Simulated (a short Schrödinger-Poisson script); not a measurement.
Stack: MOS inversion layer, SiO2 on p-type Si(100), at 300 K.

From the gate side: 2.5 nm SiO2; 1700 nm Si, acceptors 6.3e16 cm⁻³.

Constants are typed, rounded textbook-type inputs, not results; the design itself was drawn at random and stands for no fabricated device. SiO2: permittivity 3.9, conduction-band edge (eV) 3.15, gap (eV) 9, electron mass (mₑ) 0.5. Si: permittivity 11.7, conduction-band edge (eV) 0, gap (eV) 1.124, Nv at 300 K (cm⁻³) 3.1e19.

Channel valleys (confinement mass, in-plane density-of-states mass, number): Δ2 0.916, 0.19, 2; Δ4 0.19, 0.417, 4. At the gate the conduction-band edge of layer 1 lies 3.35 eV − eVg above the Fermi level of the channel; the field vanishes at the back. Gaps are held at their typed values at every temperature. Mesh 0.03 nm at interfaces.

Solved with a short Schrödinger-Poisson script written for these runs: 1D Poisson equation in equilibrium, electrons quantum, Hartree (BenDaniel-Duke, 12 states a valley, the channel's in-plane mass for all, wave functions free to enter the dielectric), parabolic valleys, classical holes, full ionisation, no traps, pinning or gate leakage.

| Vg (V) | electrons (cm⁻²) | C (μF/cm²) | Δ2 E0 (meV from the Fermi level) | Δ4 E0 (meV from the Fermi level) |
|---|---|---|---|---|
| 0.1 | 1.79e9 | 0.0882 | 232.0 | 257.1 |
| 0.2 | 4.84e10 | 0.279 | 145.4 | 171.8 |
| 0.3 | 3.48e11 | 0.726 | 91.8 | 121.1 |
| 0.4 | 8.63e11 | 0.920 | 65.1 | 98.2 |
| 0.5 | 1.46e12 | 1.01 | 48.3 | 85.2 |
| 0.6 | 2.11e12 | 1.06 | 36.0 | 76.4 |
| 0.7 | 2.78e12 | 1.09 | 26.2 | 69.8 |
| 0.8 | 3.47e12 | 1.12 | 18.0 | 64.6 |
| 0.9 | 4.17e12 | 1.14 | 10.8 | 60.3 |
| 1 | 4.88e12 | 1.15 | 4.4 | 56.6 |
| 1.1 | 5.61e12 | 1.16 | -1.4 | 53.3 |
| 1.2 | 6.33e12 | 1.17 | -6.7 | 50.4 |
| 1.3 | 7.07e12 | 1.18 | -11.7 | 47.7 |
| 1.4 | 7.81e12 | 1.19 | -16.3 | 45.2 |
| 1.5 | 8.55e12 | 1.19 | -20.8 | 42.9 |
| 1.6 | 9.30e12 | 1.20 | -25.0 | 40.7 |
| 1.7 | 1.00e13 | 1.20 | -29.1 | 38.7 |
| 1.8 | 1.08e13 | 1.21 | -33.0 | 36.7 |

Gate voltages with under 1e9 electrons/cm² are left out.

**Question.** At Vg = 1.8 V the lowest Δ2 subband lies at -33.0 meV from the Fermi level. How many electrons does it hold, and what share of all?

**Answer.** The two-dimensional density of states is g m/(πħ²) = 1.59e11 cm⁻² meV⁻¹ (both spins), kT = 25.9 meV, so n = D kT ln(1 + exp(−E/kT)) = 6.24e12 cm⁻², 0.58 of the 1.08e13 cm⁻² in all.

**Question.** Compare the slope of the sheet density between 1.6 and 1.8 V with the geometric capacitance of the layers between gate and channel.

**Answer.** q Δn/ΔV = 1.20 μF/cm²; ε0/Σ(t/ε) = 1.38 μF/cm². The ratio is 0.87: the channel acts as a further capacitance in series.
